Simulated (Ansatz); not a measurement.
Resistivity and coupling across 9 crystals of space group Fm-3m

All by PBEsol, DFPT electron-phonon coupling, linearised Boltzmann equation (Ansatz, an electronic-structure program); geometry: relaxed with this functional, without spin-orbit coupling.

| Metal | λ_tr | ħω_p (eV) | 2π λ_tr k_BT/(ħ ε₀ ω_p²) (μΩ·cm) | Boltzmann ρ at 300 K |
|---|---|---|---|---|
| AuAl2 | 0.308 | 7.50 | 6.6 | 6.0 μΩ·cm |
| PtAl₂ | 0.386 | 7.95 | 7.4 | 6.8 μΩ·cm |
| CoSi2 | 0.366 | 6.46 | 10.6 | 9.1 μΩ·cm |
| PtSn2 | 0.346 | 5.84 | 12.2 | 11.9 μΩ·cm |
| NiSi2 | 0.315 | 5.52 | 12.5 | 11.2 μΩ·cm |
| NbH2 | 0.410 | 5.97 | 13.9 | 11.3 μΩ·cm |
| VH2 | 0.305 | 5.14 | 14.0 | 11.8 μΩ·cm |
| LuH₂ | 0.347 | 5.13 | 15.9 | 11.7 μΩ·cm |
| IrSn2 | 0.479 | 5.87 | 16.8 | 16.3 μΩ·cm |

Question: How well does the high-temperature formula give the resistivity, and how does the resistivity go with each factor?

Answer: The Boltzmann value is 0.90 times the estimate in the median (0.74 to 0.97). The resistivity follows λ_tr weakly at most (rank correlation 0.18) and the plasma energy loosely and inversely (-0.65). Ratios under 1 arise where phonon energies aren't small against k_BT and because the solution lets the distribution adjust. Lowest: AuAl2 (Fm-3m); highest: IrSn₂ (Fm-3m).

Metals; harmonic phonons alone scatter; means over directions. Halving the electron mesh moves these values by up to 9 %; q meshes are mostly untested. Some of the runs warned that the eigensolver left states short of its tolerance. Spin-orbit coupling is left out.

Formula and space group known from diffraction (Crystallography Open Database), not checked to be the room-temperature form: IrSn2 (Fm-3m), LuH2 (Fm-3m), NbH2 (Fm-3m), PtSn2 (Fm-3m), VH2 (Fm-3m). Treated as nonmagnetic (a ferromagnetic start lost its moment, other orders weren't tried): CoSi2 (Fm-3m), NiSi2 (Fm-3m), VH2 (Fm-3m). The missing spin-orbit coupling matters most for AuAl2 (Fm-3m), IrSn2 (Fm-3m), LuH2 (Fm-3m), PtAl2 (Fm-3m), PtSn2 (Fm-3m).
